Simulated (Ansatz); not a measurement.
## Free linear chain of Pt atoms

Method: PBE (plane waves to 420 eV, PAW; Ansatz, a quantum-chemistry and plane-wave program). Mesh 1×1×64. Collinear spin, started with parallel moments, which vanish. Isolated but for its images some 11 Å away. A hypothetical model. Symmetry and one short period hold its shape; lower forms weren't sought. Pairing along the axis, which can open a gap, is among the distortions not tried. Values not marked SOC lack spin–orbit coupling. Buckling under compression is shut out by symmetry and the short period.

- period along the axis (2 atoms): 4.700 Å
- PBE gap: none (under 0.01 eV)
- crossings of the Fermi level between Γ and the zone edge (49 points): 4, each for both spins (ideal conductance 4 × 2e²/h)
- work function (PBE): 6.08 eV
- axial stiffness dF/dε: 66 nN

```yaml
crystal:
  lattice:
    - [11.00000, 0.00000, 0.00000]
    - [0.00000, 11.00000, 0.00000]
    - [0.00000, 0.00000, 4.69967]
  atoms:
    - { symbol: Pt, position: [0.50000, 0.50000, 0.00000] }
    - { symbol: Pt, position: [0.50000, 0.50000, 0.50000] }
```
